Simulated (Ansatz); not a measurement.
## PbF2: pressure 5 GPa

Base system: PbF2 in the fluorite structure (space group Fm-3m, No. 225; a = 6.0008 Å).

The change: cell and atoms relaxed at a pressure of 5 GPa.

The values are results of DFT with PBE, PAW potentials and a 420 eV plane-wave cutoff in Ansatz (a first-principles code), no spin-orbit coupling, not measurements. Γ-centred 10×10×10 mesh, Fermi–Dirac width 0.05 eV.

- Density: 8.04 g/cm³ (base 7.54 g/cm³)
- Lattice parameter a: 5.873 Å (base 6.001 Å)
- Shortest interatomic distance: 2.543 Å (base 2.598 Å)
- Enthalpy H = E + PV relative to the base's energy: +0.54 eV/atom
- Band gap: 4.41 eV (base 4.42 eV)
- Gap character: indirect, W → X (base indirect, W → X)
- Smallest direct gap: 4.56 eV (base 4.56 eV)
- Mean gap deformation potential ΔEg/Δln V: +0.2 eV
- Width of the top valence band: 2.17 eV (base 1.76 eV)
- Valley order (the lowest conduction-band minima on the path, energy above the VBM, named in the base's zone): X along ⟨100⟩ 4.41 eV; L along ⟨111⟩ 5.01 eV; a point along ⟨110⟩, about 0.6 Å⁻¹ from Γ 5.40 eV (base X along ⟨100⟩ 4.42 eV; L along ⟨111⟩ 5.03 eV; a point along ⟨110⟩, about 0.6 Å⁻¹ from Γ 5.40 eV)

Spin-orbit coupling, missing from the scalar runs, can matter with Pb. Load acts through the strain it causes; cell and atoms are relaxed under it. Stability against distortions was not tested. No other phases were tried under pressure.
